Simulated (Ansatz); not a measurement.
Si3N4 (P6_3/m), Ansatz (a program for electronic structure) with PBEsol, rigid bands. Band gap 4.19 eV, N_c = 1.73e19 cm⁻³ and N_v = 6.04e19 cm⁻³ at 300 K, conductivity masses along y (a = (7.62, 0.00, 0.00) Å; b = (-3.81, 6.60, 0.00) Å; c = (0.00, 0.00, 2.91) Å) of 1.47 mₑ (electrons) and 0.904 mₑ (holes). Take k_BT = 0.02585 eV.

### Question
What thermal injection velocity √(2k_BT/πm) limits a ballistic channel along the direction named?

### Answer
4.44e6 cm/s for electrons and 5.66e6 cm/s for holes, a ratio of √(m_h/m_e) = 0.784, for dilute carriers.

### Question
Find the intrinsic carrier density and the intrinsic Fermi level.

### Answer
n_i = √(N_c N_v) exp(−E_g/2k_BT) = 3.23e19 × exp(−81.04) = 2.1e-16 cm⁻³. The level lies (k_BT/2) ln(N_v/N_c) = 16 meV from mid-gap (positive towards the conduction band). Each 0.1 eV added to the gap lowers n_i by a factor of 6.9.

### Question
A film of it is 2 nm thick, with its normal along the direction named. Estimate the confinement energies in an infinite well.

### Answer
ħ²π²/(2m t²) = 0.376 eV·nm²/(m/mₑ × t²) gives 64.0 meV for electrons and 104 meV for holes, so the gap would widen to about 4.36 eV. Finite barriers and nonparabolic bands lower this, and with several valleys or bands the heaviest mass along the normal sets the lowest level, not this average.

Rigid bands with the computed gap; masses take one relaxation time for all states. Spin-orbit coupling is left out; where it splits the top of the valence band, N_v and the p-type Seebeck coefficient come out somewhat high without it.
